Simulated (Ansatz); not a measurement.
The starting structures come from a database of crystals and need not be the phases stable at ambient conditions.

 Where the default PAW files enter, the runs use the earlier of Ansatz's two default sets.

Evanescent states of AgRhO2 (R-3m, not sure to be the ambient phase, 4 atoms a cell, 13.3 Å³ an atom, -10 GPa at this level) along the normal of (001)

These are PBEsol (plane waves, PAW; Ansatz, a quantum-chemistry and plane-wave program) values and carry that method's errors.

The gap is the functional's own. No spin-orbit coupling. Mid-gap values are interpolated on the energy grid.

Energies count from the valence-band top; κ is the least over a 12×12 mesh across the current.

| E (eV) | κ (1/Å) | where |
|---|---|---|
| 0.03 | 0.073 | off Γ |
| 0.07 | 0.113 | off Γ |
| 0.12 | 0.130 | off Γ |
| 0.17 | 0.120 | off Γ |
| 0.23 | 0.107 | off Γ |
| 0.28 | 0.088 | off Γ |
| 0.33 | 0.059 | off Γ |

Problem. How thick must the barrier be to attenuate the transmission by 10^6 when the electrodes' Fermi level lies at 0.23 eV, and what attenuation does that film give at 0.28 eV?

Solution. d = 6 ln 10 / (2 × 0.107) = 64.6 Å. At 0.28 eV it gives 6 × 0.088/0.107 = 4.9 decades.
